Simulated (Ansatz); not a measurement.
Start from W$_{2}$N (space group P4/mmm, No. 123; a = 2.964 Å, c = 4.161 Å; a hypothetical phase, not in the database extracts checked; relaxed with 0.1 eV smearing). Axes: x, y, z lie along a, b, c of the conventional cell.

All numbers come from plane-wave PAW DFT at the PBE-D3(BJ) level (Ansatz, an electronic-structure program, 420 eV), no SOC.

Perturbation: the cell is compressed by 1.55 % along x with no lateral relaxation; the atoms relax in the strained cell.

### Question
Predict the stress tensor and what it implies for the stiffness.

### Answer
Stress of the strained cell less that of the base (GPa, compression positive):
```
    9.2     0.0     0.0
    0.0     5.9     0.0
    0.0     0.0     2.2
```

Then −Δσ_ii/ε with ε = -0.0155 gives secant stiffness values (nonlinear terms included at this strain): C11 ≈ 594 GPa, C12 ≈ 381 GPa and C13 ≈ 141 GPa.

As a check, the harmonic strain energy −½ V₀ Δσ:ε is 5.4 meV/atom; the computed energy rise is 5.3 meV/atom.

Stability against distortions was not tested. All final runs are without spin polarisation.
